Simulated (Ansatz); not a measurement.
The reference is Si in the diamond structure (space group Fd-3m, No. 227).

```yaml
crystal:
  lattice:
    - [0.00000, 2.70105, 2.70105]
    - [2.70105, 0.00000, 2.70105]
    - [2.70105, 2.70105, 0.00000]
  atoms:
    - { symbol: Si, position: [0.00000, 0.00000, 0.00000] }
    - { symbol: Si, position: [0.25000, 0.25000, 0.25000] }
```

Cartesian axes are those of the cell as printed.

The values are results of LDA (Ansatz, a first-principles code; PAW; 420 eV plane waves; scalar-relativistic without spin-orbit coupling), not measurements.

It is then changed as follows: the cell is compressed by 0.50 % along z with no lateral relaxation, atoms relaxed at fixed cell.

Problem. Predict the stress tensor and what it implies for the stiffness.

Solution. Stress of the strained cell less that of the base (GPa, compression positive):
```
   0.33    0.00    0.00
   0.00    0.33    0.00
   0.00    0.00    0.81
```

Then −Δσ_ii/ε with ε = -0.0050 gives relaxed-ion elastic constants: C33 ≈ 161 GPa, C13 ≈ 66 GPa and C23 ≈ 66 GPa.

Whether these cells are dynamically stable was not tested.
